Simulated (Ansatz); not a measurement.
Base system: SnTeO$_{3}$ (space group R3c, No. 161; a = 6.3543 Å, c = 13.4011 Å (hexagonal axes); a hypothetical phase, not in the database extracts checked). Axes: x lies along a and z along c of the hexagonal cell.

All numbers come from PBEsol (Ansatz, an electronic-structure program, PAW, no SOC).

It is then changed as follows: every lattice vector is stretched by 1.90 %, atoms relaxed at fixed cell.

Predict the stress tensor and what it implies for the stiffness.

Stress of the strained cell less that of the base (GPa, compression positive):
```
  -2.06    0.00    0.00
   0.00   -2.06    0.00
   0.00    0.00   -1.17
```

Then B = −ΔP/(ΔV/V₀) with ΔV/V₀ = 0.0581 gives secant stiffness values (nonlinear terms included at this strain): B (at held cell shape, above the free-shape value) ≈ 30 GPa.

As a check, the harmonic strain energy −½ V₀ Δσ:ε is 4.9 meV/atom; the computed energy rise is 5.4 meV/atom.

Whether these cells are dynamically stable was not tested.
